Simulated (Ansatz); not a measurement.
Functionals compared on NH2 on the 1x1 (110) surface of bcc Ta, one in a 2x2 cell, started at the site 'bridge Ta-Ta (span 3.3 Å)', in Ansatz (plane waves, PAW). The structure was relaxed with PBE; the other rows are single points on it, each with its references at the same level. Cutoff 420 eV (500 eV for r2SCAN).

Set-up: 19 atoms, 6.8 Å thick at the start under the adsorbate (thin: gaps and levels are the slab's own); mesh 5x5x1; 0.1 eV smearing; dipole correction on; 8 atoms held, the rest relaxed; symmetry of the start imposed; no spin, no spin-orbit, no U, no dispersion correction. At the end it is bonded to 2 Ta. In PBE it is, or lies within 0.03 eV of, the lowest of the starts that converged. These notes are the PBE run's. Adsorption energies are against NH3(g) − ½ H2(g). A negative adsorption energy means that the adsorbate is more stable on the surface than in its reference.

| functional | adsorption energy (eV) | work function of the top face (eV) | change of the work function (eV) | rough cost of the single point |
|---|---|---|---|---|
| PBE | -1.11 | 3.47 | -1.30 | – |
| RPBE | -0.87 | 3.36 | -1.29 | around 3 core-minutes (rough) |
| r2SCAN | [?] | [?] | [?] | very roughly 6 core-minutes |

### Question
Fill in the missing entries.

### Answer

- r2SCAN, adsorption energy (eV): -1.45
- r2SCAN, work function of the top face (eV): 3.50
- r2SCAN, change of the work function (eV): -1.37

Ansatz is a program for electronic structure.
